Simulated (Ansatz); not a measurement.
Base system: NiSi (space group Pnma, No. 62; a = 5.190 Å, b = 3.350 Å, c = 5.624 Å; non-magnetic).

(Cell as relaxed with PBE.)

Levels (all Ansatz, a quantum-chemistry and plane-wave program, PAW): PBE (420 eV, scalar-relativistic without spin-orbit coupling); r2SCAN (500 eV, no spin-orbit coupling).

Each level relaxes its own structure.

```json
[
 {"base": "volume per atom", "PBE": "12.22 Å³", "r2SCAN": "11.90 Å³"},
 {"base": "band gap", "PBE": "zero", "r2SCAN": "zero"}
]
```

The change: cell and atoms relaxed at a pressure of 1.5 GPa.

| quantity | PBE | r2SCAN |
|---|---|---|
| shortest interatomic distance | 4.314 bohr | (withheld) |
| band gap | zero | (withheld) |

Question: What does r2SCAN give?

Answer: 
- shortest interatomic distance, r2SCAN: 4.270 bohr
- band gap, r2SCAN: zero

PBE's shortest interatomic distance lies 0.0435 bohr above r2SCAN's (1.0 %); the two agree on the band gap. Neither level is exact; r2SCAN is the comparison here, not a measurement.

Load acts through the strain it causes; cell and atoms are relaxed under it. No phonon test of stability was made. Starting moments died away, wholly or in part, for the base; another magnetic solution may exist. The final runs are not spin-polarised.
